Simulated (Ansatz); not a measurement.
1T (CdI2-type) MgI₂, treated with r²SCAN+rVV10 in Ansatz (PAW).

Settings: plane-wave cutoff 500 eV, 12×12×6 k mesh (along the axes of the cell as run), gaussian smearing 0.02 eV, scalar-relativistic PAW data made under PBE.

Computed at the level's own relaxed cell.

Problem. What does this level give for the volume per atom, lattice parameter a, lattice parameter c and band gap?

Solution. 
- volume per atom: 34.27 Å³/atom
- lattice parameter a: 4.154 Å
- lattice parameter c: 6.879 Å
- band gap: 4.09 eV (on the SCF k mesh)

Measured, for comparison: lattice constant a 4.14 Å, lattice parameter c 6.88 Å (temperature not stated, copied from a table, unchecked, not corrected to a static lattice; as tabulated in Crystal Structures 1, 239 (1963)). Computed (rounded) less measured: lattice constant a not scored (unchecked), lattice parameter c not scored (unchecked).

Spin–orbit coupling is not included; with these elements it can move the gap by several tenths of an eV or more.

Computed values are for the static lattice.

The result took very roughly 2.4 core-minutes.

Ansatz is an electronic-structure program.
